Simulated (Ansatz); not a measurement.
The cell is made up: elements placed on another compound's structure type, so the phase may be hypothetical.

By PBEsol, the system below comes out a metal.

Input:

```yaml
crystal:
  lattice:
    - [3.79244, 0.00000, 0.00000]
    - [0.00000, 5.36332, 0.00000]
    - [0.00000, 2.68166, 2.68166]
  atoms:
    - { symbol: Ru, position: [0.00000, 0.00000, 0.00000] }
    - { symbol: N, position: [0.00000, 0.00000, 0.50000] }
    - { symbol: N, position: [0.00000, 0.50000, 0.50000] }
    - { symbol: N, position: [0.50000, 0.00000, 0.00000] }
```

Space group of this cell: Pm-3m, ReO3 type. The cell was relaxed by PBE-D3(BJ); by PBEsol its mean pressure is -2.9 GPa.

The current flows along the normal of the first two printed cell vectors. No spin-orbit coupling; the value is a mean over 0.1 eV about the Fermi level.

Q: Estimate the ballistic conductance per area that PBEsol run with Ansatz (a quantum-chemistry and plane-wave program) returns for this system.

A: 1.1 × 10¹⁵ S/m² for both spins.
